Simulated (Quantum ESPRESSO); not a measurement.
Input and output of a self-consistent single point for FePt (P4/mmm, 2 atoms in the cell) (Quantum ESPRESSO).

Method of the run: LDA (PZ), PSlibrary ultrasoft (LDA) pseudopotentials (plane waves; Quantum ESPRESSO 7.5).

```
CELL_PARAMETERS angstrom
      2.72800     0.00000     0.00000
      0.00000     2.72800     0.00000
      0.00000     0.00000     3.73736
ATOMIC_POSITIONS crystal
  Fe 0.00000 0.00000 0.00000
  Pt 0.50000 0.50000 0.50000
```
Moments meant for the start (each program seeds them in its own way; μB, in the order of the atoms Fe Pt): 4.0 1.0.

Reference input (self-consistent single point, DFT, LDA (PZ), plane waves, PSlibrary ultrasoft (LDA) pseudopotentials): ecutwfc = 55 Ry; ecutrho = 550 Ry; occupations = smearing; smearing = mp; degauss = 0.0099958 Ry; nspin = 2; potentials = {Fe: Fe.pz-n-rrkjus_psl.1.0.0.UPF, Pt: Pt.pz-n-rrkjus_psl.1.0.0.UPF}; K_POINTS = automatic 14 14 11 1 1 1; conv_thr = 1e-11 Ry; mixing_beta = 0.3. This run's input differs from it in these lines:

```diff
@@ -17,3 +17,3 @@
    smearing = 'mp'
-   degauss = 0.0099958
+   degauss = 0.02205
    nspin = 2
@@ -33,3 +33,3 @@
 K_POINTS automatic
-14 14 11  1 1 1
+11 11 9  1 1 1
```

Log, with long lists cut:

```
     Self-consistent Calculation

     iteration #  1     ecut=    55.00 Ry     beta= 0.30

     total energy              =    -126.07941690 Ry
     estimated scf accuracy    <       0.40229355 Ry

     total magnetization       =     3.10 Bohr mag/cell
     absolute magnetization    =     3.11 Bohr mag/cell

     iteration #  2     ecut=    55.00 Ry     beta= 0.30

     total energy              =    -126.15037478 Ry
     estimated scf accuracy    <       0.85345159 Ry

     total magnetization       =     3.55 Bohr mag/cell
     absolute magnetization    =     3.56 Bohr mag/cell

     iteration #  3     ecut=    55.00 Ry     beta= 0.30

   [... lines left out ...]

   [... 13 blocks of this kind left out ...]

     iteration # 17     ecut=    55.00 Ry     beta= 0.30
     c_bands:  1 eigenvalues not converged

     total energy              =    -126.23106412 Ry
     estimated scf accuracy    <          3.6E-11 Ry

     total magnetization       =     3.29 Bohr mag/cell
     absolute magnetization    =     3.39 Bohr mag/cell

     iteration # 18     ecut=    55.00 Ry     beta= 0.30

     Magnetic moment per site  (integrated on atomic sphere of radius R)
     atom   1 (R=0.406)  charge=  6.7678  magn=  2.9066
     atom   2 (R=0.406)  charge=  7.8543  magn=  0.4070
     End of self-consistent calculation

     Number of k-points >= 100: set verbosity='high' to print the bands.

     the Fermi energy is    14.7106 ev

!    total energy              =    -126.23106412 Ry
     estimated scf accuracy    <          8.3E-12 Ry
     smearing contrib. (-TS)   =       0.00094377 Ry
     internal energy E=F+TS    =    -126.23200789 Ry

     total magnetization       =     3.29 Bohr mag/cell
     absolute magnetization    =     3.39 Bohr mag/cell

     convergence has been achieved in  18 iterations

     Forces acting on atoms (cartesian axes, Ry/au):

     atom    1 type  1   force =     0.00000000    0.00000000    0.00000000
     atom    2 type  2   force =     0.00000000    0.00000000    0.00000000

     Total force =     0.000000     Total SCF correction =     0.000000

          total   stress  (Ry/bohr**3)                   (kbar)     P=     -127.25
  -0.00087537   0.00000000   0.00000000         -128.77        0.00        0.00
   0.00000000  -0.00087537   0.00000000            0.00     -128.77        0.00
   0.00000000   0.00000000  -0.00084441            0.00        0.00     -124.22

   JOB DONE.
```

The run converged in 18 iterations. Against the reference run the free energy rises by 3.8 meV/atom, the pressure goes from -13.24 to -12.73 GPa and the size of the net moment goes from 1.61 to 1.65 μB/atom.

The starting cell comes from a database of computed structures (which also holds hypothetical and non-ambient phases and stackings), without a prior relaxation at this level. Spin-orbit coupling is off. The magnetic order is the one reached from the typed start; others were not searched systematically. With a pressure of about -13 GPa the cell is away from its equilibrium volume at this level.

Cost on one core of a shared machine: roughly 2 min.
